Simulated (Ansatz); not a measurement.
By hand: formation energy of Ti_Al in Al (fcc, Fm-3m)

We look at the formation energy of Ti_Al in Al (fcc, Fm-3m). Reaction: Ti (hcp) + 63 Al (fcc) → cell A.

A: a supercell of 64 sites of Al (fcc, Fm-3m) with Ti on an Al site (12 Al at 2.84 Å); spin state with PBE: run without spin.

Setting: static, neutral cells in Ansatz (PAW) whose structures rest at the PBE level. Ansatz (a first-principles code) runs with its default PAW set. Other levels take these structures. The lattices are those relaxed with PBE, so at other levels the solids can be strained, which adds to the spread. Larger cells are relaxed from a start prepared with the learned potential CHGNet, on a coarser mesh till forces fall under 0.03 eV/Å, which some starts already meet. A dispersion term (D3(BJ), or D4 for r2SCAN) was computed beside these levels and is taken off wherever the name lacks it. Mesh and cell size may move defect energies by 0.1 eV or more. Cell A has symmetry Fm-3m within 0.02 Å and got no random move, so less symmetric positions, which may lie lower, weren't tried.

Total energies of the cells in eV, at zero smearing width. They compare only within one column; the weights balance every element.

```tsv
cell	atoms	weight	r2SCAN	PBE+D3(BJ)
A: Al:Ti_Al	64	+1	-36551.35903	-36385.51635
Ti (hcp)	2	−1/2	-5008.73695	-5000.53140
Al (fcc)	64	−63/64	-34586.24625	-34422.01613
```

r2SCAN: (-36551.35903) − 1/2 × (-5008.73695) − 63/64 × (-34586.24625) = -1.154 eV.

PBE+D3(BJ): (-36385.51635) − 1/2 × (-5000.53140) − 63/64 × (-34422.01613) = -1.079 eV.
